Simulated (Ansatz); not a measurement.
System: interstitial Cu in zinc-blende ZnS (charge state +1). Computed with PBE, PAW (plane waves to 420 eV; Ansatz, a first-principles code).

64-site cell at the relaxed PBE lattice, the Γ point alone, smearing 0.01 eV, spin-restricted, no finite-size correction. Energies are static. The charge state is imposed; whether it is stable for some Fermi level was not computed. Sites that were not tried may lie lower.

Barriers: single points on a 2×2×2 k-point mesh shifted by half a step at the bands' geometries.

Relaxed starting cell (atoms counted from 1):

```yaml
crystal:
  lattice:
    - [10.88716, 0.00000, 0.00000]
    - [0.00000, 10.88716, 0.00000]
    - [0.00000, 0.00000, 10.88716]
  atoms:
    - { symbol: Zn, position: [0.99960, 0.99937, 0.00016] }
    - { symbol: Zn, position: [0.99493, 0.99463, 0.50600] }
    - { symbol: Zn, position: [0.99491, 0.50524, 0.99538] }
    - { symbol: Zn, position: [0.99959, 0.50051, 0.50132] }
    - { symbol: Zn, position: [0.50557, 0.99457, 0.99536] }
    - { symbol: Zn, position: [0.50076, 0.99932, 0.50130] }
    - { symbol: Zn, position: [0.50074, 0.50048, 0.00018] }
    - { symbol: Zn, position: [0.50548, 0.50519, 0.50599] }
    - { symbol: S, position: [0.12415, 0.12386, 0.37681] }
    - { symbol: S, position: [0.12427, 0.12402, 0.87487] }
    - { symbol: S, position: [0.12427, 0.62576, 0.37662] }
    - { symbol: S, position: [0.12571, 0.62534, 0.87531] }
    - { symbol: S, position: [0.62602, 0.12401, 0.37662] }
    - { symbol: S, position: [0.62562, 0.12544, 0.87532] }
    - { symbol: S, position: [0.62557, 0.62530, 0.37520] }
    - { symbol: S, position: [0.62530, 0.62503, 0.87562] }
    - { symbol: Zn, position: [0.99243, 0.24994, 0.25077] }
    - { symbol: Zn, position: [0.99994, 0.24994, 0.75072] }
    - { symbol: Zn, position: [0.99994, 0.74992, 0.25071] }
    - { symbol: Zn, position: [0.99966, 0.74995, 0.75072] }
    - { symbol: Zn, position: [0.50794, 0.24987, 0.25070] }
    - { symbol: Zn, position: [0.50044, 0.24991, 0.75070] }
    - { symbol: Zn, position: [0.50042, 0.74992, 0.25071] }
    - { symbol: Zn, position: [0.50071, 0.74987, 0.75071] }
    - { symbol: S, position: [0.12409, 0.37600, 0.12463] }
    - { symbol: S, position: [0.12428, 0.37582, 0.62656] }
    - { symbol: S, position: [0.12428, 0.87408, 0.12482] }
    - { symbol: S, position: [0.12571, 0.87453, 0.62611] }
    - { symbol: S, position: [0.62600, 0.37580, 0.12484] }
    - { symbol: S, position: [0.62559, 0.37441, 0.62610] }
    - { symbol: S, position: [0.62561, 0.87452, 0.12624] }
    - { symbol: S, position: [0.62531, 0.87478, 0.62586] }
    - { symbol: Zn, position: [0.25020, 0.99213, 0.25069] }
    - { symbol: Zn, position: [0.25020, 0.99967, 0.75074] }
    - { symbol: Zn, position: [0.25017, 0.50768, 0.25074] }
    - { symbol: Zn, position: [0.25019, 0.50016, 0.75069] }
    - { symbol: Zn, position: [0.75022, 0.99969, 0.25073] }
    - { symbol: Zn, position: [0.75021, 0.99941, 0.75070] }
    - { symbol: Zn, position: [0.75018, 0.50014, 0.25070] }
    - { symbol: Zn, position: [0.75017, 0.50044, 0.75073] }
    - { symbol: S, position: [0.37630, 0.12377, 0.12455] }
    - { symbol: S, position: [0.37610, 0.12401, 0.62658] }
    - { symbol: S, position: [0.37607, 0.62576, 0.12485] }
    - { symbol: S, position: [0.37469, 0.62530, 0.62608] }
    - { symbol: S, position: [0.87436, 0.12405, 0.12486] }
    - { symbol: S, position: [0.87482, 0.12543, 0.62609] }
    - { symbol: S, position: [0.87481, 0.62529, 0.12622] }
    - { symbol: S, position: [0.87504, 0.62506, 0.62586] }
    - { symbol: Zn, position: [0.25018, 0.24991, 0.99289] }
    - { symbol: Zn, position: [0.25022, 0.24992, 0.50852] }
    - { symbol: Zn, position: [0.25019, 0.74992, 0.00050] }
    - { symbol: Zn, position: [0.25018, 0.74990, 0.50094] }
    - { symbol: Zn, position: [0.75020, 0.24993, 0.00052] }
    - { symbol: Zn, position: [0.75019, 0.24991, 0.50095] }
    - { symbol: Zn, position: [0.75020, 0.74991, 0.00022] }
    - { symbol: Zn, position: [0.75017, 0.74991, 0.50123] }
    - { symbol: S, position: [0.37625, 0.37598, 0.37680] }
    - { symbol: S, position: [0.37609, 0.37582, 0.87486] }
    - { symbol: S, position: [0.37608, 0.87408, 0.37661] }
    - { symbol: S, position: [0.37470, 0.87451, 0.87533] }
    - { symbol: S, position: [0.87433, 0.37583, 0.37663] }
    - { symbol: S, position: [0.87479, 0.37442, 0.87534] }
    - { symbol: S, position: [0.87481, 0.87453, 0.37523] }
    - { symbol: S, position: [0.87506, 0.87481, 0.87561] }
    - { symbol: Cu, position: [0.25027, 0.24985, 0.25055] }
```
Cell charge +1.

End state 1 differs by these moves (Å; atoms that move under 0.08 Å are left out):

```
atom  element     Δx     Δy     Δz
----  -------  -----  -----  -----
1          Zn  -0.08   0.01   0.01
2          Zn   0.06   0.06  -0.05
3          Zn   0.06  -0.06   0.06
5          Zn   0.03   0.06   0.06
8          Zn  -0.05  -0.05  -0.05
18         Zn  -0.06   0.06  -0.06
19         Zn  -0.06  -0.06   0.06
21         Zn  -0.03   0.06   0.06
24         Zn   0.05  -0.05  -0.05
33         Zn   0.00   0.09   0.09
34         Zn   0.00   0.01  -0.08
35         Zn   0.00  -0.08   0.01
49         Zn   0.00   0.09   0.09
50         Zn   0.00   0.00  -0.08
51         Zn   0.00  -0.08   0.01
65         Cu  -0.01  -2.71  -2.71
```

Problem. What is the computed forward and backward barriers to end state 1 (PBE, PAW)?

Solution. forward 0.47 eV, backward 0.47 eV; at the saddle point atom 65 has neighbours S at 2.43, 2 S at 2.71, 2 S at 2.72, S at 3.01; 2 Zn at 2.46, Zn at 2.61, Zn at 2.63 Å. The saddle point's order was not checked, and it lies on a symmetry element of the cell, where a band can be held.
